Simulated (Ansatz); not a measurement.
Take ZnSe in the zinc blende structure (space group F-43m, No. 216; a = 5.666 Å) as the base.

Method: Ansatz (a program for electronic structure) r2SCAN, spin-orbit coupling left out.

Base values:

The band gap is 1.87 eV and the electron mass is 0.12 mₑ (at Γ).

One thing is altered: cell and atoms relaxed at a pressure of 3 GPa.

What happens to the band gap?

The band gap goes up by 0.18 eV, from 1.87 eV to 2.05 eV.

What does the calculation give for the electron mass after the change?

The electron mass changes from 0.12 mₑ (at Γ) to 0.13 mₑ (at Γ).

Load acts through the strain it causes; cell and atoms are relaxed under it. Masses are band curvatures over ±0.01 Å⁻¹ around the edge. No phonon test of stability was made. Tetrahedral semiconductors of this kind turn to denser phases somewhere between about 1 and 50 GPa; those were not computed, so compressed cells here can lie past the real transition.
